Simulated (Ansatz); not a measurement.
**Stackings of MgF2-1T on MgF2-1T**

Shifts are of the upper layer in fractions of its own cell; each row is held in its registry by symmetry or ends near it. The vacuum step is the top level less the bottom one. Sheets.

Values marked by level come from PBE+D3(BJ) (plane waves to 420 eV, PAW; Ansatz, a program for electronic structure); r2SCAN (plane waves to 500 eV, PAW; Ansatz). Geometries and values that name no level are of the first. Scalar-relativistic, without spin–orbit coupling; PBE gaps are too small against experiment. A dipole correction is on.

```tsv
registry and contact	space group	spacing (Å)	energy over the lowest (meV/Å²)	vacuum step (eV)	PBE gap (eV)
antiparallel, no shift; facing F atop F	P-6m2	3.03	7.8	0.00	7.14
antiparallel, shifted by (1/3,2/3); facing atoms over hollows or bridges	P3m1	2.43	…	+0.09	7.18
parallel, no shift; facing atoms over hollows or bridges	P-3m1	2.57	3.8	0.00	7.17
parallel, shifted by (1/3,2/3); facing atoms over hollows or bridges	P-3m1	2.34	0.0	0.00	7.21
parallel, shifted by (2/3,1/3); facing F atop F	P-3m1	3.02	7.6	0.00	7.14
```

Complete the blanks.


- antiparallel, shifted by (1/3,2/3); facing atoms over hollows or bridges, energy over the lowest (meV/Å²): 1.8
